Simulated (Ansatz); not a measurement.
Reference: PtAl₂ (Fm-3m), PBEsol, DFPT electron-phonon coupling, linearised Boltzmann equation (plane waves, PAW, scalar-relativistic; Ansatz, an electronic-structure program); axes and stresses refer to this cell.

```
Al2Pt
1.0
    0.00000     2.94812     2.94812
    2.94812     0.00000     2.94812
    2.94812     2.94812     0.00000
Al Pt
2 1
Direct
  0.25000   0.25000   0.25000
  0.75000   0.75000   0.75000
  0.00000   0.00000   0.00000
```

The logarithmic mean phonon energy is 15.6 meV and the mean free path at 300 K comes out as 13.5 nm. The electron-phonon coupling λ is 0.40.

Change: functional PBE, cell relaxed with it. What happens to logarithmic mean phonon energy, mean free path at 300 K, electron-phonon coupling λ?

logarithmic mean phonon energy moves little, to 15.3 meV; mean free path at 300 K decreases to 12.8 nm; electron-phonon coupling λ increases to 0.42.

Metals; harmonic phonons alone scatter; means over directions. The mean free path is weighted by the current that each state carries. Halving the electron mesh moves these values by up to 3 %; q meshes are mostly untested. Some of the runs warned that the eigensolver left states short of its tolerance. Spin-orbit coupling is left out unless a row names it.
